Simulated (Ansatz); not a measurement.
Band structure of Te2Mo (P6_3/mmc, 6 atoms in the cell).

```
CELL_PARAMETERS angstrom
      3.50111     0.00000     0.00000
     -1.75056     3.03205     0.00000
      0.00000     0.00000    14.38265
ATOMIC_POSITIONS crystal
  Te 0.33333 0.66667 0.62782
  Te 0.66667 0.33333 0.37218
  Te 0.66667 0.33333 0.12782
  Te 0.33333 0.66667 0.87218
  Mo 0.33333 0.66667 0.25000
  Mo 0.66667 0.33333 0.75000
```

Method: PBE (plane waves, PAW; Ansatz, an electronic-structure program).

Settings: basis.ecutwfc = 420 eV; kpoints.mp_grid.grid = 6 6 2; hamiltonian.xc = pbe; hamiltonian.pseudopotentials = {kind: paw} (the program's default PAW files); scf.occupations.method = fixed; kpoints.band_path.npoints = 8.

The starting cell comes from a database of computed structures (which also holds hypothetical and non-ambient phases and stackings), without a prior relaxation at this level. Its lattice was rescaled by a random factor within 2.5 % of one. Spin-orbit coupling is off.

**Question.** Predict the gap along the standard path and the places of the band edges.

**Answer.** The gap along the path is 0.93 eV, from Γ to a point between K and Γ; the smallest direct gap on it is 1.05 eV.

Levels in eV from the top of the valence band on the path, bands 43 to 50:
```
point     43     44     45     46    47    48    49    50
-----  -----  -----  -----  -----  ----  ----  ----  ----
Γ      -1.06  -0.93  -0.56   0.00  3.12  3.12  3.19  3.19
M      -0.94  -0.91  -0.51  -0.35  1.34  1.37  1.60  1.84
K      -1.78  -1.78  -0.23  -0.07  0.98  0.98  1.50  2.26
A      -1.07  -1.07  -0.13  -0.13  3.14  3.14  3.14  3.14
L      -0.92  -0.92  -0.43  -0.43  1.35  1.35  1.73  1.73
H      -1.86  -1.86  -0.16  -0.16  0.98  0.98  1.85  1.85
```

Keys are those of Ansatz 0.2.
